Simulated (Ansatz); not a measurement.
L1₂ (Cu3Au-type) Ni₃Si: PBE at its full settings (plane-wave cutoff 520 eV, 16×16×16 k mesh, Fermi–Dirac smearing 0.05 eV, no spin polarisation, scalar-relativistic PAW data made under PBE) and at cheaper ones, in a cell of 4 atoms with Γ-centred meshes.

| level and setting | lattice constant a (Å) | bulk modulus (GPa) |
|---|---|---|
| PBE (Ansatz) | 3.506 | 213 |
| PBE (Γ point alone) (Ansatz) | (withheld) | (withheld) |
| PBE (2×2×2 k mesh) (Ansatz) | 3.490 | 226 |
| PBE (4×4×4 k mesh) (Ansatz) | 3.507 | 213 |
| PBE (6×6×6 k mesh) (Ansatz) | 3.506 | 213 |
| PBE (Fermi-Dirac smearing of 0.3 eV) (Ansatz) | 3.520 | 200 |

Problem. Complete the blanks.

Solution. 
- PBE (Γ point alone) (Ansatz, a quantum-chemistry and plane-wave program), lattice constant a (Å): 3.627
- PBE (Γ point alone) (Ansatz), bulk modulus (GPa): 164

Largest shifts from the full settings: lattice constant a +3.45 % (PBE (Γ point alone)), against a difference of -0.11 % of the full result from the reference 3.510 Å (measured, temperature not stated, not corrected to a static lattice; as tabulated in Metallic Nickel Silicides: Experiments and Theory for NiSi and First Principles …); bulk modulus -23 % (PBE (Γ point alone)).

Ansatz's density-functional and Hartree–Fock values are scalar-relativistic unless marked +SOC, with PAW data made under PBE.

Run with cheap settings on purpose, which may leave them unconverged: PBE (2×2×2 k mesh), PBE (4×4×4 k mesh), PBE (6×6×6 k mesh), PBE (Fermi-Dirac smearing of 0.3 eV), PBE (Γ point alone).
